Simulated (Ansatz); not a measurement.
Competing hops of interstitial Al in beta Si3N4, charge state +3

Defect migration in beta Si3N4: interstitial Al, charge state +3. These are PBE, PAW (plane waves to 420 eV; Ansatz, an electronic-structure program) values and carry that method's errors.

Settings: 84 host sites, the relaxed PBE lattice, the Γ point alone, smearing 0.01 eV, spin-restricted, no image-charge correction. Energies are static. The charge state is imposed; whether it is stable for some Fermi level was not computed. Sites that were not tried may lie lower.

Barriers: single points on a 2×2×2 k-point mesh shifted by half a step along c at the bands' geometries.

| Route | Start site over the lowest site run (eV) | Hop (Å) | Forward barrier (eV) | Backward barrier (eV) | Neighbours at the start | Neighbours at the saddle | Saddle order | Forward, on the band's own sampling (eV) |
|---|---|---|---|---|---|---|---|---|
| one Al atom jumps by itself | 0.00 | 1.46 | 0.19 | 0.19 | 2 N at 2.24, 2 N at 2.28, 2 N at 2.30; 4 Si at 2.84, 2 Si at 2.87 Å | N at 2.07, N at 2.09, N at 2.12 Å | inconclusive, on a symmetry element | 0.23 |

Paths come from nudged elastic bands with a climbing image.  A band can be held on a symmetry element, so unchecked saddle points there may be too high. A further band (one Al atom jumps by itself, 2.92 Å) gave 0.22 eV forward on its own sampling, 0.22 eV above the lowest site run, but a shoulder points to a second hump between its images, so it is not taken as a result.

The whole set of runs took around 0.7 core-hours (rough).
